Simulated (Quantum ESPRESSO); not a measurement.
What a tighter setting buys: K_POINTS, ZnS (P6_3mc, 20 atoms in the cell)

Cell: a = 3.8073 Å, b = 3.8073 Å, c = 31.1424 Å, α = 90.00°, β = 90.00°, γ = 120.00°.

Method of the run: PBE, PSlibrary ultrasoft (PBE) pseudopotentials (plane waves; Quantum ESPRESSO).

Base settings: ecutwfc = 50 Ry; ecutrho = 300 Ry; occupations = fixed; potentials = {Zn: Zn.pbe-dn-rrkjus_psl.1.0.0.UPF, S: S.pbe-n-rrkjus_psl.1.0.0.UPF}; K_POINTS = automatic 5 5 1 0 0 0; nbnd = 94; conv_thr = 1e-10 Ry.

Misses are taken against the tightest run, automatic 11 11 2 0 0 0, which need not be fully converged itself. The energy is the free energy per atom.

The count of work is k-points × plane waves × bands × iterations; it is no time, and leaves out set-up, grids and terms that scale otherwise. Core times come from one kind of shared machine and are given to one figure; runs under 30 s give none.

The starting cell comes from a database of computed structures (which also holds hypothetical and non-ambient phases and stackings), without a prior relaxation at this level.

The runs (K_POINTS): automatic 1 1 1 0 0 0 | automatic 5 5 1 0 0 0 | automatic 6 6 1 0 0 0 | automatic 7 7 1 0 0 0 | automatic 8 8 1 0 0 0 | automatic 10 10 1 0 0 0 | automatic 11 11 2 0 0 0.

Question: Which is the coarsest setting among those run that, with all tighter ones, holds the energy within 2 meV/atom of the reference, and what does it save?

Answer: automatic 6 6 1 0 0 0, off by 0.82 meV/atom; it needs 0.22 of the reference's count of work and about 0.3 of the reference's time.

Question: What does the step from automatic 1 1 1 0 0 0 to automatic 5 5 1 0 0 0 buy?

Answer: It takes the miss in the energy from 3000 to 2.9 meV/atom, for 4.8 times the count of work and roughly 2 times the time.

| K_POINTS | energy less reference (meV/atom) | pressure less reference (GPa) | largest difference in the force on any atom (eV/Å) | count of work / reference | core time / reference (rough) |
|---|---|---|---|---|---|
| automatic 1 1 1 0 0 0 | 3013.32 | 27.64 | 2.045 | 0.033 | 0.1 |
| automatic 5 5 1 0 0 0 | 2.91 | 0.04 | 0.004 | 0.16 | 0.2 |
| automatic 6 6 1 0 0 0 | 0.82 | 0.01 | 0.001 | 0.22 | 0.3 |
| automatic 7 7 1 0 0 0 | 0.29 | 0.00 | 0.000 | 0.25 | 0.4 |
| automatic 8 8 1 0 0 0 | 0.05 | 0.00 | 0.000 | 0.29 | 0.3 |
| automatic 10 10 1 0 0 0 | 0.03 | 0.00 | 0.000 | 0.44 | 0.5 |
| automatic 11 11 2 0 0 0 | 0.00 | 0.00 | 0.000 | 1.0 | 1 |
